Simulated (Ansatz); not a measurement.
Start from WSe2 (space group P6_3/mmc, No. 194; a = 3.230 Å, c = 12.411 Å; layered, stacked along the Cartesian z axis). Axes: x lies along a and z along c of the hexagonal cell.

The values are results of PBEsol-D3(BJ) (Ansatz, an electronic-structure program; PAW; 420 eV plane waves; spin-orbit coupling left out), not measurements.

For the base:

The hole mass comes out as 1.5 mₑ along c, 0.60 mₑ across (at Γ).

Modification: a pure shear with ε_xz = ε_zx = 0.0133, atoms relaxed at fixed cell.

### Question
How does this affect the energy relative to the base, stress and hole mass?

### Answer
The energy increases by 1.5 meV/atom; the stress (xx, yy, zz, yz, xz, xy; compression positive) comes out as (0.03, 0.08, 0.17, 0.00, -0.98, 0.00) GPa; the hole mass becomes 1.5 mₑ along z, 0.60 mₑ across (at Γ) (base: 1.5 mₑ along c, 0.60 mₑ across (at Γ)).

With W present, leaving out spin-orbit coupling can change the band edges. The levels and masses belong to the bands next to the band gap. The cells carry an imposed strain or load. Effective masses come from finite differences of ±0.01 Å⁻¹. No phonon test of stability was made.
